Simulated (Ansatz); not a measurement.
System: BeS (model structure, started from the CdTe type, P6₄22, No. 181, 6 atoms in the cell). Method: G0W0@PBEsol (plane waves, hard PAW, contour deformation, complete-basis limit; Ansatz, a quantum-chemistry and plane-wave program).

Run with largest k mesh 9×9×4 (not extrapolated in the mesh).

Cell (relaxed with PBEsol):

```cif
data_Be3S3
_chemical_formula_sum 'Be3 S3'
_space_group_name_H-M_alt 'P 1'
_space_group_IT_number 1
_cell_length_a 3.42421
_cell_length_b 3.42421
_cell_length_c 7.74155
_cell_angle_alpha 90.000
_cell_angle_beta 90.000
_cell_angle_gamma 120.000
loop_
_space_group_symop_operation_xyz
  'x, y, z'
loop_
_atom_site_label
_atom_site_type_symbol
_atom_site_fract_x
_atom_site_fract_y
_atom_site_fract_z
_atom_site_occupancy
Be1 Be 0.00000 0.49997 0.66667 1
Be2 Be 0.50003 0.50003 0.00000 1
Be3 Be 0.49997 0.00000 0.33333 1
S1 S 0.00000 0.50000 0.16667 1
S2 S 0.50000 0.50000 0.50000 1
S3 S 0.50000 0.00000 0.83333 1
```

**Question.** Predict the band gap.

**Answer.** 
band gap: 3.77 eV (indirect)

Note: the correction to the complete basis was taken at k points off the band edges; the relaxation could raise the start's symmetry but not lower it, so the cell can be a saddle point; the gap holds a correction of +0.25 eV to the complete basis, taken at k points off the band edges; the gap is lowered by 0.10 eV for band edges off the mesh, as the parent functional finds them.

Computed values are for the static lattice.

A model structure was made by putting elements into a prototype or built by hand; it is no filed structure, need not be a known phase, and can be a saddle point held by its symmetry.
